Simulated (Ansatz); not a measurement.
**Mo: Mo → Fe**

The parent structure is Mo in the bcc (W type) structure (space group Im-3m, No. 229; a = 3.1297 Å).

The change: full substitution Mo → Fe, then cell and atoms are relaxed.

Calculations: PBEsol/PAW in Ansatz (a program for electronic structure), no SOC, earlier PAW set. Γ-centred 23×23×23 mesh, Fermi–Dirac width 0.05 eV, for the changed cell.

The volume per atom drops by 4.51 Å³ (15.33 Å³ → 10.82 Å³) and the density shrinks by 1.82 g/cm³ (10.39 g/cm³ → 8.57 g/cm³). The lattice parameter a shrinks by 0.343 Å (3.130 Å → 2.787 Å) and the space group remains Im-3m (No. 229). The shortest interatomic distance falls by 0.297 Å (2.710 Å → 2.413 Å) and the band gap remains zero. The magnetic state changes from not spin-polarised to ferromagnetic and the largest site moment goes from zero to 2.12 μB.

Final structure:

```
Fe
1.0
   -1.39339     1.39339     1.39339
    1.39339    -1.39339     1.39339
    1.39339     1.39339    -1.39339
Fe
1
Direct
  0.00000   0.00000   0.00000
```

Other magnetic orders, which the real material may have, were not ruled out. Whether these cells are dynamically stable was not tested. Spin-polarised in the final run: Fe; the other runs are not.
